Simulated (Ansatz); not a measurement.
TaTlP₂O₈ (space group P-3m1, No. 164; a cell from a computed database, its experimental status unchecked)

Space group P-3m1 (No. 164); a = 5.214 Å, b = 5.214 Å, c = 8.233 Å, α = 90.00°, β = 90.00°, γ = 120.00°

```tsv
atom	site	symmetry	x	y	z
Ta	1a	-3m.	0.0000	0.0000	0.0000
Tl	1b	-3m.	0.0000	0.0000	0.5000
P	2d	3m.	0.3333	0.6667	0.2145
O	6i	.m.	0.1746	0.3492	0.1397
O	2d	3m.	0.3333	0.6667	0.3951
```

All numbers come from PBEsol, PAW, 420 eV (Ansatz, a first-principles code; scalar-relativistic without spin-orbit coupling), earlier PAW set. Γ-centred 6×6×4 mesh, Fermi–Dirac width 0.05 eV.

* **Volume per atom**: 16.16 Å³
* **Density**: 4.93 g/cm³
* **Band gap**: 3.29 eV, indirect, L → Γ
* **Lowest conduction-band minima above the VBM**: Γ 3.29 eV; L (1/2, 0, 1/2) 3.57 eV
* **Total energy**: -2256.621 eV/atom (σ→0; compares only within this code and set-up)

Spin-orbit coupling, missing from the scalar runs, can matter with Ta and Tl. Whether these cells are dynamically stable was not tested.
